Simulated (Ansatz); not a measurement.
Reference: Si (Fd-3m), PBE, finite-displacement electron-phonon coupling, linearised Boltzmann equation (plane waves, PAW, scalar-relativistic; Ansatz, a quantum-chemistry and plane-wave program); axes and stresses refer to this cell.

```yaml
crystal:
  lattice:
    - [0.00000, 2.73510, 2.73510]
    - [2.73510, 0.00000, 2.73510]
    - [2.73510, 2.73510, 0.00000]
  atoms:
    - { symbol: Si, position: [0.00000, 0.00000, 0.00000] }
    - { symbol: Si, position: [0.25000, 0.25000, 0.25000] }
```

The electron mobility at 300 K along x is 1340 cm²/(V·s).

Q: After one change the values are electron mobility at 300 K along x 1610 cm²/(V·s). What was changed between the two runs?
A) hydrostatic pressure 2 GPa
B) hydrostatic pressure -5 GPa
C) hydrostatic pressure 9 GPa
D) hydrostatic pressure -3 GPa

A: C, hydrostatic pressure 9 GPa

Dilute carriers scattered by harmonic phonons alone; a coarser fine mesh moves the values by up to 2 %. Spin-orbit coupling is left out unless a row names it. Stresses and pressures are the targets of the relaxation.  The structure type is held under load, also where the real crystal would transform.
